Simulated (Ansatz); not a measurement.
monolayer SnS₂: band-edge transport data

Data:

```
CELL_PARAMETERS angstrom
      3.66449     0.00000     0.00000
     -1.83224     3.17354     0.00000
      0.00000     0.00000    18.93629
ATOMIC_POSITIONS crystal
  Sn 0.00000 0.00000 0.50000
  S  0.33333 0.66667 0.57873
  S  0.66667 0.33333 0.42127
```

These are PBE with spin-orbit coupling, rigid bands (plane waves, PAW; Ansatz, a first-principles code) values and carry that method's errors. Condition of this run: biaxial strain -1 % with spin-orbit coupling. Cell: cell and atoms relaxed with PBE, then loaded as said.

band gap: 1.55 eV
electron conductivity mass (300 K, dilute): 0.40 mₑ
hole conductivity mass (300 K, dilute): 0.55 mₑ
effective density of states N_c (300 K): 1.4e13 cm⁻²
effective density of states N_v (300 K): 5.3e13 cm⁻²
Seebeck coefficient, n-type 1.9e12 cm⁻², 300 K: -346 μV/K
Seebeck coefficient, p-type 1.9e12 cm⁻², 300 K: 442 μV/K

Rigid bands; masses and Seebeck coefficients take one relaxation time τ for all states and one kind of carrier; polarons and phonon drag are left out.
